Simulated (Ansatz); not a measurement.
Data:

```
CELL_PARAMETERS angstrom
      0.00000     0.00000    -3.84157
     -1.95277     2.76164    -1.92078
      1.95277     2.76164    -1.92078
ATOMIC_POSITIONS crystal
  B  0.99913 0.00087 0.00087
  Bi 0.75087 0.74913 0.74913
```

A single point on hypothetical zinc blende BiB with a change (biaxial strain +1.24 %, plane normal [110], relaxed out of plane), its geometry relaxed with PBEsol.

Level of theory: Ansatz (a first-principles code) PBEsol, noncollinear with spin-orbit coupling. Γ-centred 10×10×10 mesh, Fermi–Dirac width 0.05 eV.

Question: Predict the gap character and width of the top valence band.

Answer: The gap character is direct at Γ and the width of the top valence band comes out as 4.19 eV.

Single points use the geometry relaxed with PBEsol. Stability against distortions was not tested. The cell was made from BiB in the zinc blende structure (space group F-43m, No. 216; a hypothetical phase, not in the database extracts checked) by this change: biaxial strain +1.24 %, plane normal [110], relaxed out of plane. A zero or small gap of BiB under biaxial strain +1.24 %, plane normal [110], relaxed out of plane can be the functional's error rather than a property of the material.
